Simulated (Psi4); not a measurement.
Psi4 1.11, PBE0/def2-svp: Ta(F)6 ([F][Ta-]([F])([F])([F])([F])[F]), charge -1, multiplicity 1, 7 atoms. The geometry is a generated start, not checked to be a minimum at this level.

| Quantity | Value |
|---|---|
| task | energy |
| method | pbe0 |
| basis | def2-svp |
| memory | 3 GB |
| maxiter | 100 |
| keys of the molecule block | symmetry c1 |
| scf_type | df (default) |
| guess | auto, which took SAD (default) |
| scf_initial_accelerator | adiis (default) |
| e_convergence | 1e-06 (default) |
| d_convergence | 1e-06 (default) |
| dft_radial_points | 75 (default) |
| dft_spherical_points | 302 (default) |
| effective core potentials | those of the basis set, past Kr |
| basis functions | 116 |
| grid points | 152333 |

```xyz
7

Ta     0.0000    -0.0005     0.0001
F      1.1337    -0.4668    -1.3972
F     -1.1332     0.4673     1.3971
F     -1.1653     0.7941    -1.2107
F     -0.9014    -1.6145    -0.1915
F      0.9005     1.6141     0.1912
F      1.1657    -0.7938     1.2111
```

Charge -1 and multiplicity 1 are set for this test and not shown to be the ground state.

One run each on 2 threads. Values of diis_max_vecs tried: 3, 6, 10 (default), 20.

### Question
Which value of diis_max_vecs needs the fewest SCF iterations, and what happens away from it?

### Answer
Fewest SCF iterations, within one of each other: 6 with 8, 10 (default) with 8, 20 with 8. The count rises to 12 at 3. All converge to one solution.

| diis_max_vecs | SCF iterations | end |
|---|---|---|
| 3 | 12 | same solution |
| 6 | 8 | same solution |
| 10 (default) | 8 | same solution |
| 20 | 8 | same solution |
